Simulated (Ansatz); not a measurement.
Partial pair distribution functions of a relaxed model of amorphous Ti₂₀O₄₅P₂, broadened by 0.06 Å; density 3.45 g/cm³. Method: PBE, scalar-relativistic without spin-orbit coupling (plane waves to 420 eV, PAW; Ansatz, an electronic-structure program).

The cell was made by melting and quenching with the CHGNet potential and then relaxed with DFT. O atoms were pushed apart under 1.9 Å during the dynamics, to hinder bonds among them. The hot cell started wider than the set density and was brought back towards it in steps. It is the lowest in DFT energy of 2 quenches. It is a model cell: composition and starting density were chosen by hand, and all elements were melted together. No dispersion term was used. Its density started from a set value of 3.45 and ended at 3.45 g/cm³. Cooling (nominally 360 K/ps over its main leg) ran many orders faster than in experiment, which tends to leave more defects and strain. One small periodic cell is one sample of the glass; other quenches scatter about these values. The volume was held where the preparation left it and the shape relaxed, at a PBE pressure of 0.4 GPa. On a 2×2×2 Γ-centred mesh force components of up to 0.21 eV/Å stay, since the relaxation ran on the zone centre alone.

```tsv
r (Å)	g Ti-O	g O-P	g Ti-Ti	g O-O
1.30	0.00	0.01	0.00	0.00
1.40	0.00	1.21	0.00	0.00
1.50	0.00	12.47	0.00	0.00
1.60	0.05	10.39	0.00	0.00
1.70	1.06	0.73	0.00	0.00
1.80	4.82	0.00	0.00	0.00
1.90	6.12	0.00	0.00	0.00
2.00	4.75	0.00	0.00	0.00
2.10	2.54	0.00	0.00	0.00
2.20	0.93	0.00	0.00	0.00
2.30	0.34	0.00	0.00	0.11
2.40	0.17	0.00	0.00	0.70
2.50	0.09	0.00	0.00	1.93
2.60	0.06	0.00	0.00	2.32
2.70	0.15	0.00	0.07	2.47
2.80	0.22	0.00	0.40	2.53
2.90	0.32	0.00	1.05	2.59
3.00	0.28	0.12	1.43	1.70
3.10	0.38	1.09	1.91	1.41
3.20	0.45	1.28	1.85	1.02
3.30	0.48	1.11	1.09	0.72
3.40	0.54	2.46	2.13	0.76
3.50	0.84	1.44	3.19	0.73
3.60	1.18	1.50	3.61	0.55
3.70	1.15	1.40	1.65	0.60
3.80	1.00	0.80	0.75	0.66
3.90	1.26	1.00	0.74	0.74
4.00	1.13	1.56	0.67	0.85
4.10	1.25	1.34	0.15	0.56
4.20	1.47	0.70	0.23	0.57
4.30	1.79	0.59	0.67	0.56
4.40	1.66	0.94	0.78	0.72
4.50	1.48	1.19	0.82	0.99
4.60	1.33	1.25	0.65	1.10
```

Within 2.48 Å each Ti has 5.30 O neighbours on average.
